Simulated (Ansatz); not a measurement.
SnO2: response to strain

The parent structure is SnO$_{2}$ in the rutile structure (space group P4_2/mnm, No. 136; a = 4.7224 Å, c = 3.1903 Å).

Strains are applied to the cell and any free atomic positions relax.

Method: LDA, PAW, 420 eV (Ansatz, a quantum-chemistry and plane-wave program; no SOC).

Notes on the quantities. energy relative to the base: free energy F.

```tsv
isotropic strain (%)	energy relative to the base (meV/atom)
-3	71.5
-2.4	44.7
-1.8	?
-1.2	10.7
-0.6	2.6
0	0.0
```

**Question.** Fit ΔE = Aε² + Bε³ (ε in %) to the rows shown and predict the withheld row.

**Answer.** Least squares on the printed values gives A = 7.05 and B = -0.30 meV/atom (largest residual 0.0 meV/atom); this predicts 24.6 meV/atom, and the run gives 24.6 meV/atom, in agreement.

No phonon test of stability was made.
